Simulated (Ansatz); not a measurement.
Amorphous Si₂₄O₅₀Zr, 75 atoms at 2.31 g/cm³, one PBE-relaxed geometry, zone centre. Methods: PBE, scalar-relativistic without spin-orbit coupling (Ansatz, a quantum-chemistry and plane-wave program); r2SCAN, scalar-relativistic without spin-orbit coupling (Ansatz); HSE06, scalar-relativistic without spin-orbit coupling (Ansatz). Plane waves to 420 eV (r2SCAN 500 eV); exact exchange is cut at the cell's faces. At PBE the levels at both edges of the gap are localised (band-tail or defect states), and the nearest spread-out levels lie 5.7 eV apart at the zone centre. All rungs ran without spin polarisation.

A CHGNet melt-quench gave the starting glass, which DFT then relaxed. O atoms were pushed apart under 1.9 Å during the dynamics, to hinder bonds among them. The hot cell started wider than the set density and was brought back towards it in steps. It is the lowest in DFT energy of 2 quenches. It is a model cell: composition and starting density were chosen by hand, and all elements were melted together. No dispersion term was used. Its density started from a set value of 2.31 and ended at 2.31 g/cm³. Cooling (nominally 320 K/ps over its main leg) ran many orders faster than in experiment, which tends to leave more defects and strain. Values belong to this one cell and scatter from quench to quench. The volume was held where the preparation left it and the shape relaxed, at a PBE pressure of 2.4 GPa. Stress components on the final sampling reach 2.4 GPa.

The relaxation ran on the zone centre alone. At PBE the gap between localised states is 4.94 eV on a 2×2×2 Γ-centred mesh, and the spacing at the zone centre alone 4.94 eV.

Task: What zone-centre spacing does r2SCAN give, roughly?

Result: 5.54 eV (+0.60 eV against PBE).

Task: What zone-centre spacing does HSE06 give, roughly?

Result: 6.74 eV (+1.79 eV against PBE).

The highest filled and the lowest empty state spread over these numbers of atoms (participation numbers): PBE: 3.1 and 5.2; r2SCAN: 3.0 and 4.3; HSE06: 3.1 and 6.0.
